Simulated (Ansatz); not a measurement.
L1₂ (Cu3Au-type) Ni3Fe, treated with LDA (Ansatz, an electronic-structure program, PAW).

Settings: plane-wave cutoff 520 eV, 16×16×16 k mesh, Fermi–Dirac smearing 0.05 eV, spin-polarised with parallel moments, scalar-relativistic PAW data made under PBE.

Computed at the level's own relaxed cell.

Question: Estimate the magnetic moment (largest site, within a sphere), equilibrium lattice constant a, bulk modulus, pressure derivative B′ of the bulk modulus and volume per atom that the calculation returns.

Answer: 
* **magnetic moment (largest site, within a sphere)**: 2.72 μB
* **equilibrium lattice constant a**: 3.447 Å
* **bulk modulus**: 250 GPa
* **pressure derivative B′ of the bulk modulus**: 4.9
* **volume per atom**: 10.24 Å³/atom

The run finds no gap.

Measured, for comparison: lattice constant a 3.545 Å (temperature not stated, copied from a table, unchecked, not corrected to a static lattice; as tabulated in Mineralogical Magazine 44, 225 (1981)). Computed (rounded) less measured: lattice constant a not scored (unchecked).

Moments are spin moments.
